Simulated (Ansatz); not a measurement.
F on the 1x1 (0001) surface of hcp Zr, one in a 2x2 cell, energies for each (36.2 Å²). Energies are against ½ F2(g), without zero-point or thermal terms; each row is named by its start.

Level of theory: PBE (plane waves to 420 eV, PAW; Ansatz, a program for electronic structure).

Slab: 17 atoms, 7.6 Å thick at the start under the adsorbate (thin: gaps and levels are the slab's own); k 5x5x1, smearing 0.1 eV, dipole-corrected; 8 atoms held, the rest relaxed; each run with such symmetry as its start has; no spin, no spin-orbit, no U, no dispersion correction.

A negative adsorption energy means that the adsorbate is more stable on the surface than in its reference. Starts that drift may end in the same place. Heights count from the host atoms within 0.3 Å of the top one.

```csv
starting site,E_ads (eV),height (Å),nearest host atom (Å),bonded to,Δ work function (eV),lateral drift (Å)
top Zr,-4.56,1.93,Zr 1.93,Zr,0.78,0.0
hollow Zr-Zr-Zr,-5.37,1.26,Zr 2.26,3 Zr,-0.28,0.0
hollow Zr-Zr-Zr over Zr at depth 2.4 Å,-5.24,1.32,Zr 2.28,3 Zr,-0.30,0.0
bridge Zr-Zr (span 3.2 Å),-5.37,1.27,Zr 2.26,3 Zr,-0.28,0.9
```
